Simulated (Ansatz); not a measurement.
Consider ZnO in the wurtzite structure (space group P6_3mc, No. 186).

```xyz
4
Lattice="3.1869 0.0000 0.0000 -1.5935 2.7600 0.0000 0.0000 0.0000 5.1526" Properties=species:S:1:pos:R:3 pbc="T T T"
Zn     0.0000     1.8400     0.0092
Zn     1.5935     0.9200     2.5855
O      0.0000     1.8400     1.9590
O      1.5935     0.9200     4.5353
```

Calculations: plane-wave PAW DFT at the LDA level (Ansatz, a first-principles code, 420 eV), no spin-orbit coupling.

Strains are applied to the cell and any free atomic positions relax.

One change was made to it. Results:

| quantity | base | after |
|---|---|---|
| pressure (mean of the normal stresses, compression positive) | 0.0 kbar | 99.1 kbar |
| electron mass | 0.15 mₑ (at Γ) | 0.16 mₑ (at Γ) |
| energy relative to the base (free energy F) | 0 meV/atom | +18 meV/atom |
| width of the top valence band | 1.93 eV | 2.06 eV |
| band gap | 0.80 eV | 0.89 eV |

Question: Name the change that was made.
A. isotropic strain −1.80 %
B. isotropic strain −2.40 %
C. isotropic strain −1.20 %
D. isotropic strain −3.00 %

Answer: A, isotropic strain −1.80 %. For comparison, the energy relative to the base in the other runs: isotropic strain −2.40 % gives +32 meV/atom; isotropic strain −3.00 % gives +51 meV/atom; isotropic strain −1.20 % gives +7.7 meV/atom.

Effective masses come from finite differences of ±0.01 Å⁻¹. No phonon test of stability was made.
